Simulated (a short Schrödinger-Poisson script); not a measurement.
Structure: symmetric double-gate stack, SiO2 on p-type Si(100), at 77 K.

```csv
layer,material,thickness (nm),Na (cm⁻³)
1,SiO2,2.8,-
2,Si,8,1e17
3,SiO2,2.8,-
```

The device is made up for the run: typed textbook-type constants, with dimensions and the other settings drawn at random. SiO2: permittivity 3.9, conduction-band edge (eV) 3.15, gap (eV) 9, electron mass (mₑ) 0.5. Si: permittivity 11.7, conduction-band edge (eV) 0, gap (eV) 1.124, Nv at 300 K (cm⁻³) 3.1e19.

Channel valleys (confinement mass, in-plane density-of-states mass, number): Δ2 0.916, 0.19, 2; Δ4 0.19, 0.417, 4. At the gates, both at one voltage, the conduction-band edge of layer 1 lies 3.48 eV − eVg above the Fermi level of the channel. Gaps are held at their typed values at every temperature. Mesh 0.03 nm at interfaces.

From a short Schrödinger-Poisson script (our own, NumPy): 1D Poisson equation in equilibrium, electrons quantum, Hartree (BenDaniel-Duke, 12 states a valley, the channel's in-plane mass for all, wave functions free to enter the dielectric), parabolic valleys, classical holes, full ionisation, no traps, pinning or gate leakage.

The same stack at other levels of the model or other numerical settings:

| run | sheet density of all electrons at Vg = 1.8 V (cm⁻²) | sheet density of all electrons at Vg = 0.6 V (cm⁻²) | capacitance of both gates at Vg = 1.8 V (μF/cm²) | rough cost against the base |
|---|---|---|---|---|
| base | 1.90e13 | 3.13e12 | 2.18 | about 1 |
| electrons treated as classical, Boltzmann | 2.19e13 | 3.81e12 | 2.44 | 0.02 |
| electrons treated as classical, Fermi-Dirac | 2.08e13 | 3.68e12 | 2.31 | 0.07 |
| mesh six times as coarse | 1.90e13 | 3.12e12 | 2.18 | 0.3 |

The classical rows ignore confinement, and Boltzmann statistics overrate the density once the band edge passes the Fermi level.
